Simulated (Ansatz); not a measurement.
# LuAlO3, response to strain

The reference is LuAlO3 (space group P6_3/mmc, No. 194; a = 3.366 Å, c = 11.473 Å; a cell from a computed database, its experimental status unchecked). Axes: x lies along a and z along c of the hexagonal cell.

Strains are applied to the cell and any free atomic positions relax; under biaxial strain the out-of-plane vector relaxes too; under stress the whole cell relaxes.

All numbers come from Ansatz (an electronic-structure program), PBEsol, PAW, cutoff 420 eV, no spin-orbit coupling.

```json
[
 {"case": "base", "band gap": "3.41 eV", "electron mass": "0.43 mₑ along c, 0.33 mₑ across (at Γ)", "volume per atom": "11.26 Å³"},
 {"case": "biaxial strain −3.40 %, plane normal [001], relaxed out of plane", "band gap": "___", "electron mass": "___", "volume per atom": "10.88 Å³"},
 {"case": "biaxial strain −0.43 %, plane normal [001], relaxed out of plane", "band gap": "___", "electron mass": "0.44 mₑ out of plane, 0.34 mₑ in plane (at Γ)", "volume per atom": "11.21 Å³"},
 {"case": "isotropic strain +1.73 %", "band gap": "3.14 eV", "electron mass": "0.41 mₑ along c, 0.32 mₑ across (at Γ)", "volume per atom": "11.85 Å³"},
 {"case": "uniaxial stress, 1 GPa tension along x", "band gap": "3.40 eV", "electron mass": "0.44 mₑ along z, 0.33 mₑ across (at Γ)", "volume per atom": "11.28 Å³"}
]
```

Task: Some entries are withheld; estimate them.

Result: 
- biaxial strain −3.40 %, plane normal [001], relaxed out of plane, band gap: 3.73 eV
- biaxial strain −3.40 %, plane normal [001], relaxed out of plane, electron mass: 0.43 mₑ out of plane, 0.35 mₑ in plane (at Γ)
- biaxial strain −0.43 %, plane normal [001], relaxed out of plane, band gap: 3.45 eV

Effective masses come from finite differences of ±0.01 Å⁻¹. Beyond what the load breaks, stability against distortions was not tested.
